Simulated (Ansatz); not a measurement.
For Pt (model structure, started from the simple cubic type, Pm-3m, No. 221, 1 atoms in the cell), LDA (Ansatz, a quantum-chemistry and plane-wave program, PAW) gives:

```
Property                               Value
------------------------------  ------------
equilibrium lattice constant a       2.569 Å
bulk modulus B0                      235 GPa
cohesive energy                 6.58 eV/atom
```

Q: What does r²SCAN in Ansatz (PAW) give for the same quantities?

A: 
- lattice constant a: 2.604 Å (rises by 1.4 %)
- bulk modulus: 205 GPa (falls by 13 %)
- cohesive energy: 5.25 eV/atom (drops by 1.33 eV/atom)

Changes are worked out from the printed values.

Unless a cell is named, each level is at its own relaxed cell (LDA 16.96, r²SCAN 17.65 Å³/atom).

Levels without +SOC leave out spin–orbit coupling, which shifts energies and cells of such heavy elements.

The crystal itself was run without spin with r²SCAN; a magnetic state was not tried in these runs.

Caveats: the bulk modulus is −V dP/dV from two relaxed cells at ±2 % in volume (LDA, r²SCAN). Ansatz's density-functional and Hartree–Fock values are scalar-relativistic unless marked +SOC, with PAW data made under PBE.

A model structure was made by putting elements into a prototype or built by hand; it is no filed structure, need not be a known phase, and can be a saddle point held by its symmetry.
